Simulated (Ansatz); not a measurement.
**CsPbBr3 under a change: biaxial strain −1.80 %, plane normal [001], relaxed out of plane**

Base system: CsPbBr$_{3}$ in the cubic perovskite structure (space group Pm-3m, No. 221; a = 5.770 Å). Axes: x, y, z lie along the cube axes.

Modification: biaxial strain −1.80 %, plane normal [001], relaxed out of plane (Cartesian); in-plane vectors clamped, the third vector and the atoms free.

The values are results of LDA (Ansatz, a first-principles code), scalar-relativistic without spin-orbit coupling, not measurements. Settings: 6×6×6 k-points, 0.05 eV Fermi–Dirac smearing.

Space group: P4/mmm (No. 123) (base Pm-3m (No. 221))
Shortest interatomic distance: 5.354 bohr (base 5.452 bohr)
Energy relative to the base (free energy F): +5.6 meV/atom
Pressure (mean of the normal stresses, compression positive): 0.92 GPa (base 0.00 GPa)
Band gap: 0.88 eV (base 1.17 eV)
Gap character: direct at A
Electron mass: 0.061 mₑ out of plane, 0.62 mₑ in plane (at R)
Valley order (the lowest conduction-band minima on the path, energy above the VBM, named in the base's zone): R along [111] 0.88 eV; Γ 2.24 eV (base R along ⟨111⟩ 1.17 eV; Γ 2.42 eV)
Out-of-plane strain: +0.42 %
Ratio −ε⊥/ε∥: 0.24

With Pb present, leaving out spin-orbit coupling can change the band edges. Masses are band curvatures over ±0.01 Å⁻¹ around the edge. Whether these cells are dynamically stable was not tested. Many cubic perovskites are stable only at high temperature; tilts and polar distortions were not tested. This is not the structure that CsPbBr3 has at room temperature and ambient pressure. k-point labels follow each cell's own Brillouin zone.
